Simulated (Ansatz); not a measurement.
Structures of equal composition on the (0001) surface of hcp Ru: a layer of Pd in place of the second plane; a layer of Pd in place of the third plane. The slabs share one bottom face, and each structure is named by its start. These are constructed structures in small cells; real faces may alloy, dewet or reconstruct in larger ones, and not all known structures of the face are among them. Slabs of about 11 Å, Fermi-Dirac smearing of 0.1 eV. Bottom of the slabs: a bare face, its two planes held. Relaxed from the named starts with such symmetry as they have, on meshes of like density; energies extrapolated to zero smearing; spin only where a row says so; no spin-orbit coupling, no U. Brackets mark spin-polarised runs, whose order is one that fits the cell.

These are PBE (plane waves to 420 eV, PAW; Ansatz, a quantum-chemistry and plane-wave program) values and carry that method's errors.

Q: Put the candidates in order of energy per 1x1 cell, lowest first, for PBE.

A: a layer of Pd in place of the third plane (0.000 eV), a layer of Pd in place of the second plane (0.333 eV)
